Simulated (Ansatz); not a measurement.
Take ZnS in the zinc blende structure (space group F-43m, No. 216; a = 5.297 Å) as the base. Axes: x, y, z lie along the cube axes.

The values are results of Ansatz (a quantum-chemistry and plane-wave program), LDA, PAW, cutoff 420 eV, no SOC, not measurements.

For the base:

| Property | Result |
|---|---|
| Band gap | 2.13 eV |
| Shortest interatomic distance | 2.294 Å |

It is then changed as follows: biaxial strain −2.50 %, plane normal [111], relaxed out of plane (Cartesian); in-plane vectors clamped, the third vector and the atoms free.

Q: How does this affect the out-of-plane strain?

A: The out-of-plane strain comes out as +1.72 %.

Q: Predict the new band gap.

A: The band gap rises by 0.01 eV, from 2.13 eV to 2.14 eV.

Q: What happens to the shortest interatomic distance?

A: The shortest interatomic distance falls by 0.028 Å to 2.266 Å.

No phonon test of stability was made.
